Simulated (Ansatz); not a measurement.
# CuI: energy against volume

CuI (zinc blende, F-43m, 27.309 Å³/atom and stress up to 0.01 GPa in the relaxed cell, cube axes along x, y and z) under an equal strain ε along all three axes. r2SCAN in Ansatz, a plane-wave DFT program (PAW, default set), 500 eV, 10×10×10 Γ-centred mesh, Fermi-Dirac smearing 0.05 eV; ions are relaxed, or left where forces stay under 0.02 eV/Å, within the symmetry of each cell.

Here V stands for volume and E for E less E0.

| volume (Å³/atom) | E less E0 (meV/atom) | pressure (GPa) |
|---|---|---|
| 25.7031 | 14.61 | 3.10 |
| 26.0985 | 8.04 | 2.23 |
| 26.4980 | 3.50 | 1.43 |
| 26.9015 | 0.86 | 0.68 |
| 27.3091 | 0.00 | 0.00 |
| 27.7208 | 0.82 | -0.63 |
| 28.1366 | 3.22 | -1.21 |
| 28.5565 | 7.10 | -1.74 |
| 28.9806 | 12.38 | -2.23 |
| 29.8414 | ? | ? |

Taking the third-order Birch-Murnaghan form, a cubic in V^(-2/3) for E over the 9 complete rows: With u = V^(-2/3) - 0.1103, the rows have u = 0.0045179, 0.0033553, 0.0022100, 0.0010822, -0.0000289, -0.0011234, -0.0022017, -0.0032640, -0.0043108. Least squares gives E = -0.001 + 40.6·u + 690762·u² + 3528915·u³. Residuals (row less fit): 0.003, -0.005, -0.001, 0.004, 0.002, 0.000, 0.000, -0.003, 0.002; standard error 0.004 (degrees of freedom: 5). Its minimum lies at u = -0.0000294, so V0 = (0.1102706)^(-3/2) = 27.31. There d²E/du² = 1381000 and d³E/du³ = 2.117e7, so B0 = (4/9) × 27.31^(-7/3) × 1381000 × 0.160218 = 43.8 GPa (the last factor turns the table's units into GPa), and B0' = 4 + (2/3) × 0.1102706 × (2.117e7)/1381000 = 5.1. B0' rests on the cubic coefficient alone and has a standard error of 0.1 from these residuals.

Problem. What does the fit predict for E at V = 29.8414, and how far is the calculated value from it?

Solution. u = -0.0063589, so E = -0.001 + 40.6 × (-0.0063589) + 690762 × (-0.0063589)² + 3528915 × (-0.0063589)³ = 26.765 meV/atom. The calculation gives 26.73 meV/atom, 0.035 meV/atom below the prediction (0.1 % of the range of E in the table). The row lies outside the fitted rows, so this is an extrapolation. The scatter of the fitted rows lies at the last printed digit.

Spin-orbit coupling is left out, which can shift these values for the heavy elements here. Other structures, which can take over under pressure, weren't tried. The same form fitted to the pressure column gives B0' = 5.2; series where the two differ by over 0.4 aren't shown. Rows are the converged runs of the series near zero and its far end, less any whose ions stayed unrelaxed beside relaxed ones; series whose fitted rows scatter by over a few per cent of the range, as at a crossing or softening among them, aren't shown in this form.
